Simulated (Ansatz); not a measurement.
For C (model structure, I4/mmm, No. 139, 4 atoms in the cell), LDA (Ansatz, a quantum-chemistry and plane-wave program, plane waves, PAW) gives:

- equilibrium lattice constant a: 4.329 Å
- lattice parameter c: 2.484 Å
- bulk modulus B0: 433 GPa
- cohesive energy: 8.73 eV/atom
- band gap: 2.27 eV

Problem. What does r²SCAN (plane waves, PAW; Ansatz) give for the same quantities?

Solution. 
- lattice constant a: 4.365 Å (grows by 0.8 %)
- lattice parameter c: 2.502 Å (goes up by 0.7 %)
- bulk modulus: 417 GPa (shrinks by 3.7 %)
- cohesive energy: 7.29 eV/atom (drops by 1.44 eV/atom)
- band gap: 2.66 eV (rises by 0.39 eV)

Changes are worked out from the printed values.

Unless a cell is named, each level is at its own relaxed cell (LDA 5.82, r²SCAN 5.96 Å³/atom).

Density-functional gaps are differences of (generalised) Kohn–Sham levels.

Caveats: the bulk modulus is −V dP/dV from two relaxed cells at ±2 % in volume (LDA, r²SCAN). Ansatz's density-functional and Hartree–Fock values are scalar-relativistic unless marked +SOC, with PAW data made under PBE.

A model structure was made by putting elements into a prototype or built by hand; it is no filed structure, need not be a known phase, and can be a saddle point held by its symmetry.
